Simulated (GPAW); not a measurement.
A self-consistent single point of Na₃Ga (Pm-3m, 4 atoms in the cell) with GPAW.

Method of the run: LDA (Perdew-Wang 92), GPAW PAW datasets LDA (gpaw-data 1.0.1) (plane waves; GPAW 25.7.0).

```xyz
4
Lattice="4.9416 0.0000 0.0000 0.0000 4.9416 0.0000 0.0000 0.0000 4.9416" Properties=species:S:1:pos:R:3 pbc="T T T"
Na     2.4708     0.0000     2.4708
Na     0.0000     2.4708     2.4708
Na     2.4708     2.4708     0.0000
Ga     0.0000     0.0000     0.0000
```

Reference input (self-consistent single point, DFT LDA (Perdew-Wang 92), plane waves, GPAW PAW datasets LDA (gpaw-data 1.0.1)): mode = pw; ecut = 800 eV; xc = LDA; kpts = 9 9 9; mesh shift (steps) = 0 0 0; occupations.name = fermi-dirac; occupations.width = 0.136 eV; nbands = -8; convergence.density = 1e-05 e/electron; convergence.energy = 1e-05 eV/electron; symmetry.symmorphic = false; symmetry.tolerance = 0.0005. This run's input differs from it in these lines:

```diff
@@ -16,3 +16,3 @@
             xc='LDA',
-            kpts=(9, 9, 9),
+            kpts=(5, 5, 5),
             occupations={'name': 'fermi-dirac', 'width': 0.136},
```

Output, abridged:

```
     iter     time        total  log10-change:
                         energy   eigst   dens
iter:   1 --:--:--    -7.709791
iter:   2 --:--:--    -7.709750   -1.57  -1.44
iter:   3 --:--:--    -7.647372   -2.28  -1.47
iter:   4 --:--:--    -7.645965   -3.52  -2.11
iter:   5 --:--:--    -7.642988   -4.04  -2.17
iter:   6 --:--:--    -7.642988   -4.88  -2.64
iter:   7 --:--:--    -7.642852c  -4.81  -2.75
iter:   8 --:--:--    -7.642840c  -6.16  -3.78
iter:   9 --:--:--    -7.642838c  -7.14  -3.83
iter:  10 --:--:--    -7.642825c  -6.37  -3.88
iter:  11 --:--:--    -7.642821c  -8.19c -4.42
iter:  12 --:--:--    -7.642822c  -9.19c -4.78
iter:  13 --:--:--    -7.642824c  -8.98c -4.80
iter:  14 --:--:--    -7.642824c -10.06c -4.92
iter:  15 --:--:--    -7.642822c  -9.82c -4.95
iter:  16 --:--:--    -7.642822c -10.70c -5.25c
Converged after 16 iterations.

Dipole moment: (-0.000000, -0.000000, -0.000000) |e|*Ang

Energy contributions relative to reference atoms: (reference = -66004.181736)

Kinetic:         +4.344188
Potential:       -3.494891
External:        +0.000000
XC:              -8.308966
Entropy (-ST):   -0.126301
Local:           -0.120003
SIC:             +0.000000
--------------------------
Free energy:     -7.705972
Extrapolated:    -7.642822

Showing only first 2 kpts
 Kpt  Band  Eigenvalues  Occupancy
  0    10      0.49934    1.92089
  0    11      1.62411    0.01236
  0    12      1.62411    0.01236
  0    13      1.62411    0.01236

  1    10     -0.34143    1.99983
  1    11      1.77649    0.00405
  1    12      1.77649    0.00405
  1    13      1.80401    0.00331

Fermi level: 0.93314

No gap
No difference between direct/indirect transitions
Energy (eV): -7.642822

Forces in eV/Ang:
  0 Na    0.00000   -0.00000    0.00000
  1 Na   -0.00000    0.00000    0.00000
  2 Na    0.00000    0.00000   -0.00000
  3 Ga   -0.00000   -0.00000    0.00000

Stress tensor:
     0.012263     0.000000     0.000000
     0.000000     0.012263     0.000000
     0.000000     0.000000     0.012263
Stress (GPa, Voigt): [1.9647 1.9647 1.9647 0.     0.     0.    ]
```

The run converged in 16 iterations. GPAW prints stress with tension positive. Against the reference run the free energy goes up by 5.7 meV/atom and the pressure hardly changes (-2.06 to -1.96 GPa).

The starting cell comes from a database of computed structures (which also holds hypothetical and non-ambient phases and stackings), without a prior relaxation at this level. Its lattice was rescaled by a random factor within 2.5 % of one.

Cost on one core of a shared machine: roughly 40 s.
